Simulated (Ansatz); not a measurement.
# Hypothetical diamond Zn: thickness series

Take Zn in the diamond structure (space group Fd-3m, No. 227; a = 5.655 Å; a hypothetical phase, not in the database extracts checked) as the base. Axes: x, y, z lie along the cube axes.

Free-standing slabs (2 atom(s) a layer) normal to [110] with 15 Å of vacuum; in-plane cell held at bulk.

The values are results of PBEsol/PAW in Ansatz (a quantum-chemistry and plane-wave program), spin-orbit coupling left out, not measurements.

Notes on the quantities. layer's space group: with vacuum; excess energy per area of both faces: slab less bulk energy over the cell's area: twice a surface energy; uncertain by up to 0.10 J/m².

```csv
variant,layer's space group,band gap,excess energy per area of both faces,thickness between the outermost nuclei
base,–,zero,–,–
1 layer,Pmma (No. 51),0.48 eV,–,–
2 layers,Pmna (No. 53),zero,1.02 J/m²,2.00 Å
3 layers,Pmma (No. 51),zero,0.95 J/m²,3.83 Å
4 layers,Pmna (No. 53),zero,1.00 J/m²,5.58 Å
5 layers,Pmma (No. 51),zero,1.0 J/m²,8.02 Å
6 layers,Pmna (No. 53),zero,1.0 J/m²,9.84 Å
7 layers,Pmma (No. 51),zero,1.0 J/m²,11.78 Å
```

The excess energy carries the mismatch between the slab's and the bulk's meshes. Stability against distortions was not tested.
